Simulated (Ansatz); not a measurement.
A (10,0) BN nanotube has 40 atoms in a period of 4.343 Å, a mean diameter of 8.06 Å, and lies 83 meV/atom over the flat sheet relaxed at the same level.

Computed with PBE (plane waves to 420 eV, PAW; Ansatz, a program for electronic structure). Mesh 1×1×8. No spin polarisation. Isolated but for its images some 11 Å away. An idealised model, rolled from the flat sheet. Only distortions within the start's symmetry and period were free.

Task: Which bending rigidity of the sheet does this imply in the thin-plate picture?

Result: A plate bent to radius R stores D/(2R²) an area. The area an atom is π × 8.06 × 4.343/40 = 2.75 Å², so the stored energy is 0.083/2.75 = 0.0302 eV/Å². With R = 4.030 Å, D = 2R² × 0.0302 = 0.98 eV.
